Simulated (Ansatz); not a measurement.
**fcc Cu (1 1 0) on monoclinic HfO2 (1 0 0) (film strained to the substrate, started from cuts of the bulks and a machine-learned relaxation; slabs Hf24O48 and Cu48, which can lie off the formulas)**

A periodic stack without vacuum, fcc Cu (1 1 0) on monoclinic HfO2 (1 0 0) (film strained to the substrate, started from cuts of the bulks and a machine-learned relaxation; slabs Hf24O48 and Cu48, which can lie off the formulas): substrate slab Hf24O48, film Cu48, surface cells [[0, 2], [-1, 0]] and [[3, 0], [0, 2]], film strained by -1.7 and +1.5 %, outermost planes O/O and Cu/Cu as cut, which need not be the usual terminations and can put a slab off its formula.

The start was prepared with a machine-learned potential, and the result is one local minimum, with the in-plane cell held and forces under 0.04 eV/Å; the film can end far from its bulk form.

Method: PBE (plane waves to 420 eV, PAW; Ansatz, a first-principles code). No spin–orbit coupling; the runs are not spin-polarised; PBE gaps are too small against experiment. Its k-point mesh 3×5×1, Fermi–Dirac width 0.05 eV.

The interface area comes out as 55.8 Å² and the period comes out as 27.05 Å. The heights between the nearest atoms of the two slabs at the two interfaces comes out as 1.81 and 1.78 Å. The Cu–Hf contacts across the interfaces within 1.22 times the sum of covalent radii is 20, mean 3.42 Å. The Cu–O contacts across the interfaces within 1.22 times the sum of covalent radii comes out as 6, mean 2.01 Å.

```yaml
crystal:
  lattice:
    - [10.70491, -0.00008, 0.00598]
    - [-0.00002, 5.21098, 0.10375]
    - [2.69151, -1.18906, 27.02822]
  atoms:
    - { symbol: Hf, position: [0.19294, 0.63237, 0.07192] }
    - { symbol: Hf, position: [0.69052, 0.62707, 0.07002] }
    - { symbol: Hf, position: [0.92674, 0.53668, 0.15475] }
    - { symbol: Hf, position: [0.42758, 0.53584, 0.15460] }
    - { symbol: Hf, position: [0.17703, 0.13015, 0.15495] }
    - { symbol: Hf, position: [0.67670, 0.12939, 0.15443] }
    - { symbol: Hf, position: [0.94099, 0.01801, 0.07192] }
    - { symbol: Hf, position: [0.44050, 0.01462, 0.07102] }
    - { symbol: O, position: [0.29953, 0.87694, 0.03393] }
    - { symbol: O, position: [0.79640, 0.89216, 0.03301] }
    - { symbol: O, position: [0.82981, 0.25807, 0.19360] }
    - { symbol: O, position: [0.32956, 0.25989, 0.19399] }
    - { symbol: O, position: [0.07955, 0.41730, 0.19386] }
    - { symbol: O, position: [0.57967, 0.41551, 0.19386] }
    - { symbol: O, position: [0.05048, 0.76388, 0.03379] }
    - { symbol: O, position: [0.54479, 0.74362, 0.03366] }
    - { symbol: O, position: [0.30424, 0.33634, 0.10176] }
    - { symbol: O, position: [0.80394, 0.33741, 0.10147] }
    - { symbol: O, position: [0.81627, 0.82477, 0.12368] }
    - { symbol: O, position: [0.31523, 0.82484, 0.12538] }
    - { symbol: O, position: [0.06529, 0.83429, 0.12486] }
    - { symbol: O, position: [0.56657, 0.83254, 0.12393] }
    - { symbol: O, position: [0.05348, 0.31657, 0.10162] }
    - { symbol: O, position: [0.55481, 0.31554, 0.10157] }
    - { symbol: Hf, position: [0.06404, 0.64035, 0.25865] }
    - { symbol: Hf, position: [0.56414, 0.64015, 0.25848] }
    - { symbol: Hf, position: [0.79835, 0.56139, 0.34272] }
    - { symbol: Hf, position: [0.29831, 0.56166, 0.34288] }
    - { symbol: Hf, position: [0.04854, 0.15046, 0.34288] }
    - { symbol: Hf, position: [0.54817, 0.15062, 0.34282] }
    - { symbol: Hf, position: [0.81389, 0.05133, 0.25848] }
    - { symbol: Hf, position: [0.31427, 0.05118, 0.25856] }
    - { symbol: O, position: [0.16019, 0.92252, 0.21976] }
    - { symbol: O, position: [0.66066, 0.92088, 0.21927] }
    - { symbol: O, position: [0.70218, 0.27934, 0.38165] }
    - { symbol: O, position: [0.20176, 0.28095, 0.38210] }
    - { symbol: O, position: [0.95220, 0.44196, 0.38179] }
    - { symbol: O, position: [0.45155, 0.44124, 0.38190] }
    - { symbol: O, position: [0.91018, 0.75981, 0.21957] }
    - { symbol: O, position: [0.41083, 0.76048, 0.21947] }
    - { symbol: O, position: [0.17588, 0.35757, 0.29114] }
    - { symbol: O, position: [0.67587, 0.35686, 0.29090] }
    - { symbol: O, position: [0.68656, 0.84423, 0.31022] }
    - { symbol: O, position: [0.18656, 0.84494, 0.31048] }
    - { symbol: O, position: [0.93649, 0.85969, 0.31040] }
    - { symbol: O, position: [0.43657, 0.85956, 0.31034] }
    - { symbol: O, position: [0.92594, 0.34207, 0.29096] }
    - { symbol: O, position: [0.42587, 0.34225, 0.29102] }
    - { symbol: Hf, position: [0.93562, 0.66529, 0.44658] }
    - { symbol: Hf, position: [0.43480, 0.66590, 0.44678] }
    - { symbol: Hf, position: [0.66948, 0.56884, 0.52954] }
    - { symbol: Hf, position: [0.17164, 0.57439, 0.53115] }
    - { symbol: Hf, position: [0.92092, 0.18419, 0.52942] }
    - { symbol: Hf, position: [0.42230, 0.18676, 0.53047] }
    - { symbol: Hf, position: [0.68522, 0.07144, 0.44646] }
    - { symbol: Hf, position: [0.18573, 0.07249, 0.44692] }
    - { symbol: O, position: [0.03262, 0.94380, 0.40778] }
    - { symbol: O, position: [0.53291, 0.94164, 0.40734] }
    - { symbol: O, position: [0.56424, 0.32036, 0.56711] }
    - { symbol: O, position: [0.06516, 0.31170, 0.56835] }
    - { symbol: O, position: [0.81127, 0.43629, 0.56791] }
    - { symbol: O, position: [0.31761, 0.45825, 0.56762] }
    - { symbol: O, position: [0.78286, 0.78458, 0.40750] }
    - { symbol: O, position: [0.28272, 0.78633, 0.40751] }
    - { symbol: O, position: [0.04610, 0.37713, 0.47764] }
    - { symbol: O, position: [0.54689, 0.37662, 0.47595] }
    - { symbol: O, position: [0.55799, 0.86466, 0.49956] }
    - { symbol: O, position: [0.05844, 0.86460, 0.49996] }
    - { symbol: O, position: [0.80887, 0.88493, 0.49975] }
    - { symbol: O, position: [0.30758, 0.88637, 0.49982] }
    - { symbol: O, position: [0.79716, 0.36738, 0.47655] }
    - { symbol: O, position: [0.29558, 0.36957, 0.47745] }
    - { symbol: Cu, position: [0.87357, 0.20357, 0.68259] }
    - { symbol: Cu, position: [0.87485, 0.71229, 0.68247] }
    - { symbol: Cu, position: [0.20535, 0.20484, 0.68296] }
    - { symbol: Cu, position: [0.20447, 0.71022, 0.68202] }
    - { symbol: Cu, position: [0.53904, 0.20784, 0.68158] }
    - { symbol: Cu, position: [0.53962, 0.70642, 0.68012] }
    - { symbol: Cu, position: [0.05020, 0.45808, 0.63703] }
    - { symbol: Cu, position: [0.05250, 0.94834, 0.63557] }
    - { symbol: Cu, position: [0.37974, 0.44775, 0.63527] }
    - { symbol: Cu, position: [0.38209, 0.94842, 0.63756] }
    - { symbol: Cu, position: [0.72340, 0.45328, 0.63636] }
    - { symbol: Cu, position: [0.71821, 0.94789, 0.63757] }
    - { symbol: Cu, position: [0.84835, 0.72126, 0.77738] }
    - { symbol: Cu, position: [0.84785, 0.22056, 0.77731] }
    - { symbol: Cu, position: [0.18209, 0.72124, 0.77759] }
    - { symbol: Cu, position: [0.18322, 0.22088, 0.77740] }
    - { symbol: Cu, position: [0.51544, 0.72075, 0.77739] }
    - { symbol: Cu, position: [0.51513, 0.22161, 0.77683] }
    - { symbol: Cu, position: [0.02766, 0.96560, 0.73020] }
    - { symbol: Cu, position: [0.02763, 0.46317, 0.72949] }
    - { symbol: Cu, position: [0.36143, 0.96324, 0.73035] }
    - { symbol: Cu, position: [0.36122, 0.46592, 0.72859] }
    - { symbol: Cu, position: [0.69277, 0.96403, 0.73006] }
    - { symbol: Cu, position: [0.69379, 0.46460, 0.72869] }
    - { symbol: Cu, position: [0.82373, 0.23327, 0.87161] }
    - { symbol: Cu, position: [0.82403, 0.73568, 0.87216] }
    - { symbol: Cu, position: [0.15962, 0.23475, 0.87135] }
    - { symbol: Cu, position: [0.15855, 0.73387, 0.87265] }
    - { symbol: Cu, position: [0.49131, 0.23546, 0.87141] }
    - { symbol: Cu, position: [0.49140, 0.73292, 0.87334] }
    - { symbol: Cu, position: [0.00328, 0.47734, 0.82415] }
    - { symbol: Cu, position: [0.00375, 0.97828, 0.82427] }
    - { symbol: Cu, position: [0.33737, 0.47795, 0.82426] }
    - { symbol: Cu, position: [0.33763, 0.97705, 0.82479] }
    - { symbol: Cu, position: [0.66997, 0.47766, 0.82418] }
    - { symbol: Cu, position: [0.66890, 0.97784, 0.82435] }
    - { symbol: Cu, position: [0.80398, 0.74084, 0.96461] }
    - { symbol: Cu, position: [0.80049, 0.25102, 0.96654] }
    - { symbol: Cu, position: [0.12875, 0.74545, 0.96455] }
    - { symbol: Cu, position: [0.13370, 0.25023, 0.96364] }
    - { symbol: Cu, position: [0.47096, 0.75091, 0.96723] }
    - { symbol: Cu, position: [0.46972, 0.25104, 0.96424] }
    - { symbol: Cu, position: [0.97864, 0.99532, 0.91861] }
    - { symbol: Cu, position: [0.97735, 0.48596, 0.91882] }
    - { symbol: Cu, position: [0.31340, 0.99100, 0.91984] }
    - { symbol: Cu, position: [0.31285, 0.49226, 0.92142] }
    - { symbol: Cu, position: [0.64667, 0.99379, 0.91926] }
    - { symbol: Cu, position: [0.64769, 0.48923, 0.92022] }
```
